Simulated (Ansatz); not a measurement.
The starting structures come from a database of crystals and need not be the phases stable at ambient conditions.

 Where the default PAW files enter, the runs use the earlier of Ansatz's two default sets.

Inside the gap of an insulator the Bloch states are evanescent, with a wavenumber k + iκ along the transport direction.

```
CELL_PARAMETERS angstrom
      4.57636     0.00000     0.00000
     -2.28818     3.96324     0.00000
      2.28818     1.32108     4.73793
ATOMIC_POSITIONS crystal
  Ga 0.00000 0.50000 0.50000
  Ga 0.00000 0.00000 0.00000
  B  0.50000 0.75000 0.75000
  B  0.50000 0.25000 0.25000
  O  0.50000 0.44889 0.75000
  O  0.50000 0.55111 0.25000
  O  0.80111 0.05111 0.75000
  O  0.19889 0.94889 0.25000
  O  0.19889 0.75000 0.75000
  O  0.80111 0.25000 0.25000
```

Space group of this cell: R-3c. The cell is taken as given; by PBEsol its mean pressure is 0.6 GPa.

Transport runs along the normal of the first two printed cell vectors, the (001) plane of the conventional cell.

The gap is the functional's own, uncorrected, and κ follows it; spin-orbit coupling is left out. Mid-gap values are interpolated between the computed energies.

### Question
Give the band gap and the smallest decay constant κ at mid-gap that PBEsol run with Ansatz (a first-principles code) yields.

### Answer
Gap 4.18 eV on a 10×10×10 mesh; κ = 0.428 1/Å, at the zone centre.
